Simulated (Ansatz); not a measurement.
BN (P6_3mc) under biaxial stress in the c plane (compression positive): hole mass along z by PBE, rigid bands (plane waves, PAW, scalar-relativistic; Ansatz, a quantum-chemistry and plane-wave program). The unloaded cell, whose axes the loads refer to:

```xyz
4
Lattice="2.5410 0.0000 0.0000 -1.2705 2.2006 0.0000 0.0000 0.0000 4.2033" Properties=species:S:1:pos:R:3 pbc="T T T"
B      0.0000     1.4671     0.0011
B      1.2705     0.7335     2.1028
N      0.0000     1.4671     1.5751
N      1.2705     0.7335     3.6768
```

```json
[
 {"biaxial stress in the c plane (compression positive) (GPa)": "0", "volume per atom (Å³)": "5.88", "hole mass along z (mₑ)": "1.29"},
 {"biaxial stress in the c plane (compression positive) (GPa)": "9", "volume per atom (Å³)": "5.79", "hole mass along z (mₑ)": "?"},
 {"biaxial stress in the c plane (compression positive) (GPa)": "18", "volume per atom (Å³)": "5.71", "hole mass along z (mₑ)": "1.34"},
 {"biaxial stress in the c plane (compression positive) (GPa)": "27", "volume per atom (Å³)": "5.63", "hole mass along z (mₑ)": "1.35"}
]
```

Fit a straight line to ln(hole mass along z) against the load over the rows given, and predict the row at 9 GPa.

The means are x̄ = 15.000 GPa and ȳ = 0.2825; Σ(x − x̄)(y − ȳ) = 0.6596 and Σ(x − x̄)² = 378.0, so the slope is 0.175 % per GPa, and the rows given lie within 0.50 % of the line. At 9 GPa the line gives 1.31 mₑ; the calculation gives 1.31 mₑ, 0.20 % from it.

Masses are for dilute carriers at 300 K, harmonic means over directions unless an axis is named. Spin-orbit coupling is left out. Stresses and pressures are the targets of the relaxation. The structure type is held at every load. Geometry: cell and atoms relaxed with PBEsol.
